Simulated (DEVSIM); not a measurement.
Structure: InP/In0.53Ga0.47As p-n heterojunction, at 400 K.

Layer 1 from the left is InP, thickness (μm) 1.30, Na (cm⁻³) 1.3e17, τn (s) 3e-10, τp (s) 3e-10. Layer 2 from the left is In0.53Ga0.47As, thickness (μm) 0.560, Nd (cm⁻³) 2.7e16, τn (s) 3e-10, τp (s) 3e-10.

Left contact: ohmic. Right contact: ohmic. Voltage is applied to the left contact. Recombination: SRH at mid-gap, Auger. Mobility is μmin + (μ − μmin)/(1 + (N/Nref)^α).

The device is made up for the run: typed textbook-type constants, with dimensions and the other settings drawn at random. Values at 300 K; Nc and Nv go as T^1.5, mobilities as T to minus their exponent, the gap by Varshni's rule with the affinity fixed.

InP: gap (eV) 1.344, affinity (eV) 4.38, permittivity 12.5, Nc (cm⁻³) 5.7e17, Nv (cm⁻³) 1.1e19, μn (cm²/Vs) 5200, μp (cm²/Vs) 170, μn,min 400, μp,min 10, Nref,n 3e17, Nref,p 4.9e17, αn 0.47, αp 0.62, T exponent of μn 2, T exponent of μp 2, Cn (cm⁶/s) 9e-31, Cp (cm⁶/s) 9e-31, Varshni α (eV/K) 0.000363, Varshni β (K) 162. In0.53Ga0.47As: gap (eV) 0.74, affinity (eV) 4.51, permittivity 13.9, Nc (cm⁻³) 2.1e17, Nv (cm⁻³) 7.7e18, μn (cm²/Vs) 12000, μp (cm²/Vs) 300, μn,min 300, μp,min 10, Nref,n 1.3e17, Nref,p 4.9e17, αn 0.48, αp 0.4, T exponent of μn 1.6, T exponent of μp 1.6, Cn (cm⁶/s) 5e-29, Cp (cm⁶/s) 5e-29, Varshni α (eV/K) 0.00035, Varshni β (K) 190.

Model (solved in DEVSIM): 1D drift-diffusion, Boltzmann statistics, complete ionisation; no tunnelling, impact ionisation, image-force lowering or self-heating. Band offsets follow the typed affinities; no thermionic-emission limit at abrupt steps, no polarisation charge.

Question: What does the simulation give for the potential step across the device at zero bias, the dark forward voltage at 1 A/cm², the dark forward voltage at 100 A/cm²?

Answer: potential step across the device at zero bias 0.928 V; dark forward voltage at 1 A/cm² 0.168 V; dark forward voltage at 100 A/cm² 0.521 V.
